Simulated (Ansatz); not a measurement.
**PBE against PBEsol: hypothetical simple cubic Pd, uniaxial strain ε_xx = +1.41 %**

The parent structure is Pd in the simple cubic structure (space group Pm-3m, No. 221; a = 2.615 Å; a hypothetical phase, not in the database extracts checked; relaxed with 0.1 eV smearing). Axes: x, y, z lie along the cube axes.

(Cell as relaxed with PBE.)

Levels (all Ansatz, a program for electronic structure, PAW): PBE (420 eV, scalar-relativistic without spin-orbit coupling); PBEsol (420 eV, no spin-orbit coupling).

Each level relaxes its own structure.

```
base                      PBE    PBEsol
-------------------  --------  --------
volume per atom      17.89 Å³  16.91 Å³
lattice parameter a   2.615 Å   2.567 Å
band gap                 zero      zero
```

Perturbation: the cell is stretched by 1.41 % along x with no lateral relaxation, atoms relaxed at fixed cell.

| quantity | PBE | PBEsol |
|---|---|---|
| energy relative to the base (free energy F) | +3.1 meV/atom | +3.6 meV/atom |
| pressure (mean of the normal stresses, compression positive) | -1.6 GPa | -1.9 GPa |
| shortest interatomic distance | 2.615 Å | 2.567 Å |

PBE's energy relative to the base lies 0.4 meV/atom below PBEsol's; PBE's pressure lies 0.36 GPa above PBEsol's; PBE's shortest interatomic distance lies 0.0487 Å above PBEsol's (1.9 %). Neither level is exact; PBEsol is the comparison here, not a measurement.

Stability against distortions was not tested. All final runs are without spin polarisation. Pd has a high density of states at the Fermi level and may be magnetic at this level.
